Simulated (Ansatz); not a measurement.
# A computed series for hypothetical diamond Re: pressure series

Take Re in the diamond structure (space group Fd-3m, No. 227; a hypothetical phase, not in the database extracts checked) as the base.

```
Re
1.0
    0.00000     2.82561     2.82561
    2.82561     0.00000     2.82561
    2.82561     2.82561     0.00000
Re
2
Direct
  0.25000   0.25000   0.25000
  0.00000   0.00000   0.00000
```

Cell and atoms are relaxed at each pressure.

Calculations: PBE (Ansatz, a quantum-chemistry and plane-wave program; PAW; 420 eV plane waves; no spin-orbit coupling).

```csv
P (GPa),V (Å³/atom)
-2.01,22.823
-1.01,22.690
0.30,22.522
0.70,22.472
1.49,22.374
3.00,22.195
5.00,21.968
7.50,21.700
10.00,21.448
```

Task: Fit a third-order Birch–Murnaghan equation of state.

Result: Least squares on P(V) = (3B₀/2)[(V₀/V)^(7/3) − (V₀/V)^(5/3)]·[1 + (3/4)(B₀′ − 4)((V₀/V)^(2/3) − 1)] gives V₀ = 22.56 Å³/atom, B₀ = 178 GPa and B₀′ = 4.2.

Load acts through the strain it causes; cell and atoms are relaxed under it. No phonon test of stability was made. Competing high-pressure phases were not computed. All final runs are without spin polarisation.
